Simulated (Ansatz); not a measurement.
We look at the surface energy of the Si(311) slab with 4 OH + 2 Si2H2O2, the mean of its two faces, with the listed reservoirs for the atoms in excess. Reaction: 36 Si (diamond) + 8 H2O (gas) → cell A + 4 H2 (gas).

Cell A: a slab of Si (diamond, Fd-3m) cut along (311), 52 atoms, oblique cell of 7.74 × 8.65 Å (49.6 Å²), symmetry P1 within 0.02 Å, 17.1 Å thick under 17 Å of vacuum, in-plane vectors held at the crystal's; planes from bottom to top: H | H3O4 | Si4 × 9 | H4O4, its two faces unlike (dipole correction applied); added, foreign or displaced atoms, above the top plane and below the bottom plane and within the planes: Si2H2O2 bound through Si to 2 Si at 2.37–2.39 Å; Si2H2O2 bound through Si to 2 Si at 2.39–2.42 Å; two times OH bound through O to 1 Si at 1.70 Å; OH bound through O to 1 Si at 1.68 Å; OH bound through O to 1 Si at 1.69 Å; spin state with PBE: run without spin, k-point mesh 4×4×1.
```
CELL_PARAMETERS angstrom
      7.73573     0.00000     0.00000
      5.80180     6.41413     0.00000
      0.00000     0.00000    33.71542
ATOMIC_POSITIONS crystal
  Si 0.36686 0.16511 0.39959
  Si 0.45612 0.26523 0.30390
  Si 0.46563 0.70504 0.34576
  Si 0.59569 0.53173 0.40821
  Si 0.78486 0.62089 0.30991
  Si 0.67531 0.08290 0.36190
  Si 0.09496 0.53092 0.54466
  Si 0.27669 0.62222 0.44518
  Si 0.18389 0.07692 0.49510
  Si 0.32300 0.89364 0.55595
  Si 0.50481 0.98453 0.45995
  Si 0.41057 0.44113 0.50654
  Si 0.83866 0.88395 0.69123
  Si 0.00609 0.98523 0.59256
  Si 0.90144 0.44552 0.64157
  Si 0.95635 0.26039 0.69997
  Si 0.23000 0.34894 0.60659
  Si 0.15166 0.79578 0.65299
  Si 0.87077 0.16938 0.39505
  Si 0.13916 0.26402 0.30130
  Si 0.95005 0.72048 0.34931
  Si 0.09337 0.53096 0.40951
  Si 0.26691 0.62279 0.31101
  Si 0.19710 0.07342 0.35921
  Si 0.59395 0.53264 0.54174
  Si 0.77514 0.62356 0.44579
  Si 0.68811 0.07661 0.49507
  Si 0.82194 0.89558 0.55653
  Si 0.00386 0.98709 0.45697
  Si 0.91484 0.44044 0.50667
  Si 0.31292 0.90007 0.69264
  Si 0.50147 0.98704 0.59320
  Si 0.42925 0.42984 0.64080
  Si 0.64733 0.24824 0.70023
  Si 0.73181 0.35163 0.60197
  Si 0.63064 0.81458 0.65555
  O  0.64160 0.13202 0.26444
  H  0.58795 0.21106 0.23989
  O  0.66386 0.76818 0.26824
  H  0.71381 0.84291 0.26135
  O  0.94943 0.71846 0.73040
  H  0.11821 0.62710 0.73471
  O  0.89982 0.40882 0.73963
  H  0.95234 0.48537 0.73773
  O  0.15579 0.15121 0.25933
  H  0.30857 0.00994 0.25626
  O  0.17396 0.73451 0.26603
  H  0.03202 0.88195 0.26515
  O  0.41153 0.76123 0.73517
  H  0.58195 0.66138 0.73915
  O  0.46802 0.38526 0.73947
  H  0.46403 0.49732 0.74700
```

Reference: Si (diamond, Fd-3m), 4 atoms in the cell, the relaxed perfect crystal repeated, atoms not moved again, k-point mesh 4×4×13 on the run's own vectors.

Reference: an isolated H2 molecule (singlet) in a box of 11 × 11 × 13 Å.

Reference: an isolated H2O molecule (singlet) in a box of 11 × 13 × 13 Å.

All numbers come from Ansatz (a first-principles code), plane waves with PAW, its default PAW set, cutoff 420 eV, 500 eV for r2SCAN. The structures are at rest with PBE, within the held lattices; other levels are single points on them. HSE06 runs on coarser k-point meshes, mended by the PBE difference between the two meshes. Neutral cells; Fermi-Dirac smearing of at most 0.05 eV in the solids, energies taken to zero width. The lattices are those relaxed with PBE, so at other levels the solids can be strained, which adds to the spread. Larger cells are relaxed from a start prepared with the learned potential CHGNet, on a coarser mesh till forces fall under 0.03 eV/Å, which some starts already meet. A dispersion term (D3(BJ), or D4 for r2SCAN) was computed beside these levels and is taken off wherever the name lacks it. No zero-point or thermal terms. The structures are the rest points that the relaxations reached, not proven lowest. No correction for cell size.

What value does HSE06 give?

-0.39 J/m², for 36 Si (diamond) + 8 H2O (gas) → cell A + 4 H2 (gas).

How does the value move with the functional?


```csv
Method,value (J/m²),less HSE06
PBE,-0.46,-0.07
r2SCAN,-0.57,-0.18
```

The levels shown span 0.18 J/m², from r2SCAN (-0.57) to HSE06 (-0.39).
